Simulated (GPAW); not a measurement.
GPAW run on Li2Mg (Cmcm, 6 atoms in the cell): self-consistent single point.

Computed with PBEsol, GPAW PAW datasets PBEsol (made by gpaw-setup) (plane waves; GPAW).

The change in words: lattice scaled by 0.98. Reference geometry:
```
Li2Mg
1.0
    1.64532    -7.42299     0.00000
    1.64532     7.42299     0.00000
    0.00000     0.00000     4.90307
Li Mg
4 2
Direct
  0.59219   0.40781   0.75000
  0.40781   0.59219   0.25000
  0.25318   0.74682   0.75000
  0.74682   0.25318   0.25000
  0.92304   0.07696   0.75000
  0.07696   0.92304   0.25000
```

Reference input (self-consistent single point, DFT PBEsol, plane waves, GPAW PAW datasets PBEsol (made by gpaw-setup)): mode = pw; ecut = 800 eV; xc = PBEsol; kpts = 8 8 6; mesh shift (steps) = 0 0 0; occupations.name = fermi-dirac; occupations.width = 0.136 eV; nbands = -10; convergence.density = 1e-05 e/electron; symmetry.symmorphic = false; symmetry.tolerance = 0.0005; maxiter = 120. This run's input differs from it in these lines:

```diff
@@ -5,5 +5,5 @@
 atoms = Atoms(['Li', 'Li', 'Li', 'Li', 'Mg', 'Mg'],
-              cell=[[1.645315, -7.422990, 0.000000],
-                    [1.645315, 7.422990, 0.000000],
-                    [0.000000, 0.000000, 4.903070]],
+              cell=[[1.612409, -7.274530, 0.000000],
+                    [1.612409, 7.274530, 0.000000],
+                    [0.000000, 0.000000, 4.805009]],
               scaled_positions=[[0.592190, 0.407810, 0.750000],
```

The program printed (abridged):

```
     iter     time        total  log10-change:
                         energy   eigst   dens
iter:   1 --:--:--   -12.332172
iter:   2 --:--:--   -12.142723   -0.43  -1.15
iter:   3 --:--:--   -11.816418   -1.53  -1.23
iter:   4 --:--:--   -11.786921   -2.47  -1.44
iter:   5 --:--:--   -11.737841   -1.87  -1.50
iter:   6 --:--:--   -11.744737   -2.69  -1.97
iter:   7 --:--:--   -11.733969c  -3.47  -2.02
iter:   8 --:--:--   -11.733854c  -4.53  -2.80
iter:   9 --:--:--   -11.733653c  -4.91  -2.87
iter:  10 --:--:--   -11.733634c  -5.33  -3.27
iter:  11 --:--:--   -11.733634c  -6.46  -3.81
iter:  12 --:--:--   -11.733634c  -6.18  -3.85
iter:  13 --:--:--   -11.733631c  -7.16  -4.04
iter:  14 --:--:--   -11.733630c  -7.77c -4.30
iter:  15 --:--:--   -11.733629c  -8.77c -4.42
iter:  16 --:--:--   -11.733629c  -8.58c -4.50
iter:  17 --:--:--   -11.733629c  -9.55c -4.84
iter:  18 --:--:--   -11.733630c  -9.67c -4.92
iter:  19 --:--:--   -11.733630c -10.66c -5.26c
Converged after 19 iterations.

Dipole moment: (0.000000, 0.000000, -0.000000) |e|*Ang

Energy contributions relative to reference atoms: (reference = -11679.514156)

Kinetic:         +9.785051
Potential:       -4.726771
External:        +0.000000
XC:             -16.623616
Entropy (-ST):   -0.172065
Local:           -0.082261
SIC:             +0.000000
--------------------------
Free energy:    -11.819662
Extrapolated:   -11.733630

Showing only first 2 kpts
 Kpt  Band  Eigenvalues  Occupancy
  0    10     -0.48449    2.00000
  0    11      1.31513    1.94962
  0    12      3.59097    0.00000
  0    13      3.99626    0.00000

  1    10     -0.33947    2.00000
  1    11      0.56378    1.99979
  1    12      2.88420    0.00075
  1    13      3.06123    0.00021

Fermi level: 1.81231

No gap
   [... lines left out ...]
  0 Li    0.00000    0.01448    0.00000
  1 Li    0.00000   -0.01448    0.00000
  2 Li    0.00000    0.03869    0.00000
  3 Li    0.00000   -0.03869    0.00000
  4 Mg    0.00000    0.00449    0.00000
  5 Mg    0.00000   -0.00449   -0.00000

Stress tensor:
    -0.013369     0.000000     0.000000
     0.000000    -0.007453     0.000000
     0.000000     0.000000    -0.009617
Stress (GPa, Voigt): [-2.142  -1.1941 -1.5408  0.      0.      0.    ]
```

The run converged in 19 iterations. GPAW prints stress with tension positive. Against the reference run the free energy goes up by 6.2 meV/atom, the pressure goes from 0.13 to 1.63 GPa and the largest force hardly changes (0.042 to 0.039 eV/Å).

The starting cell comes from a database of computed structures (which also holds hypothetical and non-ambient phases and stackings), without a prior relaxation at this level. For this run, on top of that: lattice scaled by 0.98.

Cost on one core of a shared machine: roughly 7 min.
